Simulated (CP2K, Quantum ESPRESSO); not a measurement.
A Quantum ESPRESSO input for a self-consistent single point of Mg3Sb2 (P-3m1, 5 atoms in the cell) (DFT, PBE, plane waves, GBRV 1.5 ultrasoft (PBE) pseudopotentials):

```fortran
&CONTROL
   calculation = 'scf'
   prefix = 'Mg3Sb2'
   outdir = './work'
   pseudo_dir = './'
   verbosity = 'high'
   tprnfor = .true.
   tstress = .true.
/
&SYSTEM
   ibrav = 0
   nat = 5
   ntyp = 2
   ecutwfc = 40
   ecutrho = 200
   occupations = 'smearing'
   smearing = 'fd'
   degauss = 0.0036749
/
&ELECTRONS
   conv_thr = 1.0e-11
/
ATOMIC_SPECIES
Mg    24.3050  mg_pbe_v1.4.uspp.F.UPF
Sb   121.7600  sb_pbe_v1.4.uspp.F.UPF
ATOMIC_POSITIONS {crystal}
Mg    0.0000000000    0.0000000000    0.0000000000
Mg    0.3333333333    0.6666666667    0.3666200000
Mg    0.6666666667    0.3333333333    0.6333800000
Sb    0.3333333333    0.6666666667    0.7718700000
Sb    0.6666666667    0.3333333333    0.2281300000
K_POINTS {automatic}
7 7 4  0 0 0
CELL_PARAMETERS {bohr}
   8.5086048865     0.0000000000     0.0000000000
  -4.2543024433     7.3686679825     0.0000000000
   0.0000000000     0.0000000000    13.4811266491
```

Translate this input to CP2K.

This is the input that was run; spellings and numerical settings could be chosen otherwise.

```
&GLOBAL
  PROJECT mg3sb2
  RUN_TYPE ENERGY_FORCE
  PRINT_LEVEL LOW
&END GLOBAL
&FORCE_EVAL
  METHOD Quickstep
  STRESS_TENSOR ANALYTICAL
  &DFT
    BASIS_SET_FILE_NAME BASIS_MOLOPT
    POTENTIAL_FILE_NAME GTH_POTENTIALS
    &QS
      METHOD GPW
      EPS_DEFAULT 1E-11
    &END QS
    &MGRID
      CUTOFF 1000
      REL_CUTOFF 50
      NGRIDS 5
    &END MGRID
    &SCF
      SCF_GUESS ATOMIC
      EPS_SCF 1E-6
      MAX_SCF 100
      ADDED_MOS 8
      &DIAGONALIZATION
        ALGORITHM STANDARD
      &END DIAGONALIZATION
      &MIXING
        METHOD BROYDEN_MIXING
        ALPHA 0.4
        NBUFFER 12
        BETA 1
      &END MIXING
      &SMEAR ON
        METHOD FERMI_DIRAC
        ELECTRONIC_TEMPERATURE [K] 580.23
      &END SMEAR
    &END SCF
    &KPOINTS
      SCHEME MONKHORST-PACK 7 7 4
      GAMMA_CENTERED T
    &END KPOINTS
    &XC
      &XC_FUNCTIONAL PBE
      &END XC_FUNCTIONAL
    &END XC
    &PRINT
      &MO
        EIGENVALUES T
        OCCUPATION_NUMBERS T
        NDIGITS 8
        FILENAME mo
        &EACH
          QS_SCF 0
        &END EACH
        ADD_LAST NUMERIC
      &END MO
      &MULLIKEN OFF
      &END MULLIKEN
    &END PRINT
  &END DFT
  &SUBSYS
    &CELL
      A 4.50256000 0.00000000 0.00000000
      B -2.25128000 3.89933100 0.00000000
      C 0.00000000 0.00000000 7.13390500
      PERIODIC XYZ
    &END CELL
    &COORD
      Mg       0.00000000     0.00000000     0.00000000
      Mg      -0.00000225     2.59955530     2.61543225
      Mg       2.25128225     1.29977570     4.51847275
      Sb      -0.00000225     2.59955530     5.50644725
      Sb       2.25128225     1.29977570     1.62745775
    &END COORD
    &KIND Mg
      BASIS_SET DZVP-MOLOPT-SR-GTH
      POTENTIAL GTH-PBE-q10
    &END KIND
    &KIND Sb
      BASIS_SET DZVP-MOLOPT-SR-GTH
      POTENTIAL GTH-PBE-q5
    &END KIND
  &END SUBSYS
  &PRINT
    &FORCES ON
    &END FORCES
    &STRESS_TENSOR ON
    &END STRESS_TENSOR
  &END PRINT
&END FORCE_EVAL
```

Basis, cutoffs, solver keys and any potentials are the target program's own. This input uses DFT PBE, GPW, DZVP-MOLOPT-SR-GTH basis, GTH-PBE potentials (GTH_POTENTIALS).

The starting cell comes from a database of computed structures (which also holds hypothetical and non-ambient phases and stackings), without a prior relaxation at this level. Its lattice was rescaled by a random factor within 2.5 % of one.
